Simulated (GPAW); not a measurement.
A self-consistent single point of Mn2O3 (R-3c, 10 atoms in the cell) with GPAW.

Level of theory: PBEsol+U, GPAW PAW datasets PBEsol (made by gpaw-setup) (plane waves; GPAW).

The change in words: lattice scaled by 1.03; ecut: 900 eV → 540 eV. Reference geometry:
```
CELL_PARAMETERS angstrom
      2.51760     1.45354     4.55513
     -2.51760     1.45354     4.55513
      0.00000    -2.90708     4.55513
ATOMIC_POSITIONS crystal
  Mn 0.14951 0.14951 0.14951
  Mn 0.85049 0.85049 0.85049
  Mn 0.35049 0.35049 0.35049
  Mn 0.64951 0.64951 0.64951
  O  0.94655 0.25000 0.55345
  O  0.05345 0.75000 0.44655
  O  0.55345 0.94655 0.25000
  O  0.44655 0.05345 0.75000
  O  0.25000 0.55345 0.94655
  O  0.75000 0.44655 0.05345
```
Moments meant for the start (each program seeds them in its own way; μB, in the order of the atoms Mn Mn Mn Mn O O O O O O): 4.0 4.0 4.0 4.0 0.0 0.0 0.0 0.0 0.0 0.0.

Reference input (self-consistent single point, DFT PBEsol+U, plane waves, GPAW PAW datasets PBEsol (made by gpaw-setup)): spinpol = true; mode = pw; ecut = 900 eV; xc = PBEsol; setups = {Mn: :d,3.9}; kpts = 4 4 4; mesh shift (steps) = 0 0 0; occupations.name = marzari-vanderbilt; occupations.width = 0.2 eV; nbands = -18; convergence.density = 1e-05 e/electron; symmetry.symmorphic = false. This run's input differs from it in these lines:

```diff
@@ -5,5 +5,5 @@
 atoms = Atoms(['Mn', 'Mn', 'Mn', 'Mn', 'O', 'O', 'O', 'O', 'O', 'O'],
-              cell=[[2.517604, 1.453539, 4.555131],
-                    [-2.517604, 1.453539, 4.555131],
-                    [0.000000, -2.907079, 4.555131]],
+              cell=[[2.593132, 1.497145, 4.691785],
+                    [-2.593132, 1.497145, 4.691785],
+                    [0.000000, -2.994291, 4.691785]],
               scaled_positions=[[0.149510, 0.149510, 0.149510],
@@ -23,3 +23,3 @@
 calc = GPAW(spinpol=True,
-            mode=PW(900),
+            mode=PW(540),
             xc='PBEsol',
```

Output, abridged:

```
     iter     time        total  log10-change:  magmom
                         energy   eigst   dens
iter:   1 --:--:--   -86.918582                   +16.0095
iter:   2 --:--:--   -86.130162   -0.94  -1.11    +16.0029
iter:   3 --:--:--   -83.099897   -0.98  -1.16    +15.9994
iter:   4 --:--:--   -82.990060   -2.76  -1.49    +15.9994
iter:   5 --:--:--   -83.211684   -2.29  -1.58    +15.9998
iter:   6 --:--:--   -82.985544   -2.45  -2.15    +15.9998
iter:   7 --:--:--   -82.962221   -2.56  -2.14    +15.9999
iter:   8 --:--:--   -82.970540c  -4.20  -3.02    +16.0000
iter:   9 --:--:--   -82.971767c  -4.62  -3.20    +16.0000
   [... lines left out ...]
iter:  13 --:--:--   -82.971987c  -6.57  -4.20    +16.0000
iter:  14 --:--:--   -82.972007c  -6.67  -4.25    +16.0000
iter:  15 --:--:--   -82.971996c  -7.21  -4.29    +16.0000
iter:  16 --:--:--   -82.971995c  -7.62c -4.50    +16.0000
iter:  17 --:--:--   -82.971995c  -8.49c -4.54    +16.0000
iter:  18 --:--:--   -82.971996c  -7.72c -4.57    +16.0000
iter:  19 --:--:--   -82.971995c  -7.81c -4.58    +16.0000
iter:  20 --:--:--   -82.971995c  -8.64c -4.74    +16.0000
iter:  21 --:--:--   -82.971995c  -8.93c -4.80    +16.0000
iter:  22 --:--:--   -82.971995c  -9.06c -4.95    +16.0000
iter:  23 --:--:--   -82.971995c  -9.70c -5.29c   +16.0000
Converged after 23 iterations.

Dipole moment: (0.000000, -0.000000, 0.000000) |e|*Ang

Total magnetic moment: (0.000000, 0.000000, 16.000000)
Local magnetic moments:
   0 Mn ( 0.000000,  0.000000,  4.072093)
   1 Mn ( 0.000000,  0.000000,  4.072093)
   2 Mn ( 0.000000,  0.000000,  4.072093)
   3 Mn ( 0.000000,  0.000000,  4.072093)
   4 O  ( 0.000000,  0.000000, -0.110815)
   5 O  ( 0.000000,  0.000000, -0.110815)
   6 O  ( 0.000000,  0.000000, -0.110815)
   7 O  ( 0.000000,  0.000000, -0.110815)
   8 O  ( 0.000000,  0.000000, -0.110815)
   9 O  ( 0.000000,  0.000000, -0.110815)

Energy contributions relative to reference atoms: (reference = -138137.052334)

Kinetic:        +85.598434
Potential:      -81.855371
External:        +0.000000
XC:             -87.521380
Entropy (-ST):   -0.005808
Local:           +0.812130
   [... lines left out ...]
Free energy:    -82.971995
Fermi level: 5.68376
No gap
   [... lines left out ...]
  4 O     0.06006    0.10403   -0.00000
  5 O    -0.06006   -0.10403   -0.00000
  6 O    -0.12013    0.00000    0.00000
  7 O     0.12013    0.00000    0.00000
  8 O     0.06006   -0.10403    0.00000
  9 O    -0.06006    0.10403    0.00000

Stress tensor:
     0.108296    -0.000000    -0.000000
    -0.000000     0.108296     0.000000
    -0.000000     0.000000     0.106773
Stress (GPa, Voigt): [17.351 17.351 17.107  0.    -0.    -0.   ]
```

The run converged in 23 iterations. GPAW prints stress with tension positive. Against the reference run the free energy rises by 126 meV/atom, the largest force goes from 0.054 to 0.120 eV/Å and the size of the net moment stays at 1.60 μB/atom.

At such cutoffs GPAW's stress carries a finite-basis (Pulay) error, which enters relaxed cells too; its log prints stress with tension positive.

The starting cell comes from a database of computed structures (which also holds hypothetical and non-ambient phases and stackings), without a prior relaxation at this level. Its lattice was rescaled by a random factor within 2.5 % of one. For this run, on top of that: lattice scaled by 1.03. The magnetic order is the one reached from the typed start; others were not searched systematically. With U or open f shells several self-consistent states can exist.

Cost on one core of a shared machine: roughly 5 min.
